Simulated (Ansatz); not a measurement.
The structure below was relaxed with r2SCAN+rVV10/PAW in Ansatz (a program for electronic structure), scalar-relativistic without spin-orbit coupling, at pressure 10 GPa.

```yaml
crystal:
  lattice:
    - [6.20402, 0.00000, -0.13353]
    - [0.00000, 3.40648, 0.00000]
    - [-0.97243, 0.00000, 12.61834]
  atoms:
    - { symbol: Te, position: [0.55188, 0.75000, 0.33910] }
    - { symbol: Te, position: [0.44812, 0.25000, 0.66090] }
    - { symbol: Te, position: [0.59613, 0.25000, 0.11108] }
    - { symbol: Te, position: [0.40387, 0.75000, 0.88892] }
    - { symbol: Te, position: [0.10228, 0.75000, 0.16200] }
    - { symbol: Te, position: [0.89772, 0.25000, 0.83800] }
    - { symbol: Mo, position: [0.31942, 0.75000, 0.50586] }
    - { symbol: Mo, position: [0.68058, 0.25000, 0.49414] }
    - { symbol: Te, position: [0.04623, 0.25000, 0.38822] }
    - { symbol: Te, position: [0.95377, 0.75000, 0.61178] }
    - { symbol: Mo, position: [0.18388, 0.25000, 0.00903] }
    - { symbol: Mo, position: [0.81612, 0.75000, 0.99097] }
```

Find the space group and the Wyckoff positions.

Space group P2₁/m (No. 11); a = 6.2055 Å, b = 3.4065 Å, c = 12.6557 Å, α = γ = 90.00°, β = 95.64°

```json
[
 {"atom": "Te", "site": "2e", "symmetry": "m", "x": "0.4481", "y": "0.2500", "z": "0.6609"},
 {"atom": "Te", "site": "2e", "symmetry": "m", "x": "0.5961", "y": "0.2500", "z": "0.1111"},
 {"atom": "Te", "site": "2e", "symmetry": "m", "x": "0.1023", "y": "0.7500", "z": "0.1620"},
 {"atom": "Mo", "site": "2e", "symmetry": "m", "x": "0.6806", "y": "0.2500", "z": "0.4941"},
 {"atom": "Te", "site": "2e", "symmetry": "m", "x": "0.0462", "y": "0.2500", "z": "0.3882"},
 {"atom": "Mo", "site": "2e", "symmetry": "m", "x": "0.1839", "y": "0.2500", "z": "0.0090"}
]
```

Load acts through the strain it causes; cell and atoms are relaxed under it. No phonon test of stability was made. Competing high-pressure phases were not computed. The final runs are not spin-polarised. The cell was made from MoTe2 (space group P2_1/m, No. 11; layered, stacked along the Cartesian z axis) by this change: pressure 10 GPa.
